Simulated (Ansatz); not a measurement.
## CdS, response to strain

Base system: CdS in the wurtzite structure (space group P6_3mc, No. 186).

```
CELL_PARAMETERS angstrom
      4.07411     0.00000     0.00000
     -2.03706     3.52828     0.00000
      0.00000     0.00000     6.63675
ATOMIC_POSITIONS crystal
  Cd 0.33333 0.66667 0.00038
  Cd 0.66667 0.33333 0.50038
  S  0.33333 0.66667 0.37662
  S  0.66667 0.33333 0.87662
```

Cartesian axes are those of the cell as printed.

Strains are applied to the cell and any free atomic positions relax.

All numbers come from LDA in Ansatz (plane waves to 420 eV, PAW, no spin-orbit coupling).

| change | band gap | shortest interatomic distance | electron mass |
|---|---|---|---|
| base | 1.03 eV | 2.491 Å | 0.11 mₑ along c, 0.11 mₑ across (at Γ) |
| uniaxial strain ε_zz = +0.60 % | [?] | [?] | 0.11 mₑ along z, 0.11 mₑ across (at Γ) |
| uniaxial strain ε_zz = +1.20 % | [?] | 2.501 Å | 0.10 mₑ along z, 0.11 mₑ across (at Γ) |
| uniaxial strain ε_zz = +1.80 % | [?] | 2.506 Å | 0.10 mₑ along z, 0.11 mₑ across (at Γ) |
| uniaxial strain ε_zz = +2.40 % | 0.92 eV | 2.510 Å | 0.10 mₑ along z, 0.11 mₑ across (at Γ) |
| uniaxial strain ε_zz = +3.00 % | 0.90 eV | 2.515 Å | 0.099 mₑ along z, 0.11 mₑ across (at Γ) |

### Question
What belongs in the blanks?

### Answer

- uniaxial strain ε_zz = +0.60 %, band gap: 1.00 eV
- uniaxial strain ε_zz = +0.60 %, shortest interatomic distance: 2.496 Å
- uniaxial strain ε_zz = +1.20 %, band gap: 0.98 eV
- uniaxial strain ε_zz = +1.80 %, band gap: 0.95 eV

Effective masses come from finite differences of ±0.01 Å⁻¹. Gaps are Kohn–Sham eigenvalue differences; semilocal functionals usually give less than the measured gap. Stability against distortions was not tested.

Ansatz is a program for electronic structure.
